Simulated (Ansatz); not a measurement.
## Pressure series in hypothetical simple cubic Ru

Start from Ru in the simple cubic structure (space group Pm-3m, No. 221; a = 2.4802 Å; a hypothetical phase, not in the database extracts checked).

Cell and atoms are relaxed at each pressure.

Level of theory: PBEsol in Ansatz (plane waves to 420 eV, PAW, spin-orbit coupling left out).

```csv
pressure (GPa),volume per atom (Å³/atom)
-2,15.384
-1,15.320
0,15.257
0.7,15.214
1.5,?
3,15.079
5,14.966
7.5,14.831
10,14.702
```

### Question
Fit the third-order Birch–Murnaghan form P(V) = (3B₀/2)[(V₀/V)^(7/3) − (V₀/V)^(5/3)]·[1 + (3/4)(B₀′ − 4)((V₀/V)^(2/3) − 1)] (squares taken in P) to the rows shown and predict the withheld row.

### Answer
Least squares on the printed values gives V₀ = 15.257 Å³/atom, B₀ = 248 GPa, B₀′ = 4.6; this predicts 15.167 Å³/atom, and the run gives 15.166 Å³/atom, in agreement.

Load acts through the strain it causes; cell and atoms are relaxed under it. Whether these cells are dynamically stable was not tested. Competing high-pressure phases were not computed. All final runs are without spin polarisation.

Ansatz is an electronic-structure program.
